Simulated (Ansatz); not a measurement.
Start from AlRu in the CsCl type structure (space group Pm-3m, No. 221; a = 2.983 Å; relaxed with 0.1 eV smearing). Axes: x, y, z lie along the cube axes.

The values are results of Kohn–Sham DFT with the r2SCAN functional, run in Ansatz (a program for electronic structure) with PAW and 500 eV plane waves, without spin-orbit coupling, not measurements.

Perturbation: tensor shear ε_yz = +0.82 % (engineering shear γ = 0.0164); the atoms relax in the strained cell.

### Question
Predict the new energy relative to the base and stress.

### Answer
The energy rises by 1.5 meV/atom; the stress (xx, yy, zz, yz, xz, xy; compression positive) comes out as (0.1, 0.1, 0.1, -2.2, 0.0, 0.0) GPa.

No phonon test of stability was made. The final runs are not spin-polarised.
